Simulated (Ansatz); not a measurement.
**A computed series for Pd: response to strain**

Take Pd in the fcc (Cu type) structure (space group Fm-3m, No. 225; relaxed with 0.1 eV smearing) as the base.

```yaml
crystal:
  lattice:
    - [0.00000, 1.92070, 1.92070]
    - [1.92070, 0.00000, 1.92070]
    - [1.92070, 1.92070, 0.00000]
  atoms:
    - { symbol: Pd, position: [0.00000, 0.00000, 0.00000] }
```

Cartesian axes are those of the cell as printed.

Strains are applied to the cell and any free atomic positions relax.

Method: LDA/PAW in Ansatz (an electronic-structure program), no spin-orbit coupling.

Notes on the quantities. energy relative to the base: free energy F.

| uniaxial strain ε_zz (%) | energy relative to the base (meV/atom) |
|---|---|
| 0 | 0.0 |
| 0.5 | ? |
| 1 | 1.2 |
| 1.5 | 2.6 |
| 2 | 4.6 |
| 2.5 | 7.2 |
| 3 | 10.2 |

Q: Fit ΔE = Aε² + Bε³ (ε in %) to the rows shown and predict the withheld row.

A: Least squares on the printed values gives A = 1.20 and B = -0.021 meV/atom (largest residual 0.0 meV/atom); this predicts 0.3 meV/atom, and the run gives 0.3 meV/atom, in agreement.

No phonon test of stability was made. All final runs are without spin polarisation. Pd lies near a magnetic instability that expansion can trigger; it was not tested.
